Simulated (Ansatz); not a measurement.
## Rh, response to strain

The parent structure is Rh in the fcc (Cu type) structure (space group Fm-3m, No. 225; a = 3.832 Å; relaxed with 0.1 eV smearing).

Strains are applied to the cell and any free atomic positions relax.

Method: PBE in Ansatz (plane waves to 420 eV, PAW, scalar-relativistic without spin-orbit coupling).

Notes on the quantities. energy relative to the base: free energy F.

| isotropic strain (%) | energy relative to the base (meV/atom) |
|---|---|
| -1.5 | 24.1 |
| -1 | ? |
| 0 | 0.0 |
| 0.5 | 2.5 |
| 1 | 9.6 |
| 1.5 | 21.3 |
| 2 | 37.0 |
| 2.5 | 56.6 |
| 3 | 79.9 |

### Question
Fit ΔE = Aε² + Bε³ (ε in %) to the rows shown and predict the withheld row.

### Answer
Least squares on the printed values gives A = 10.1 and B = -0.40 meV/atom (largest residual 0.1 meV/atom); this predicts 10.5 meV/atom, and the run gives 10.5 meV/atom, in agreement.

Whether these cells are dynamically stable was not tested. The final runs are not spin-polarised. Rh lies near a magnetic instability that expansion can trigger; it was not tested.

Ansatz is a quantum-chemistry and plane-wave program.
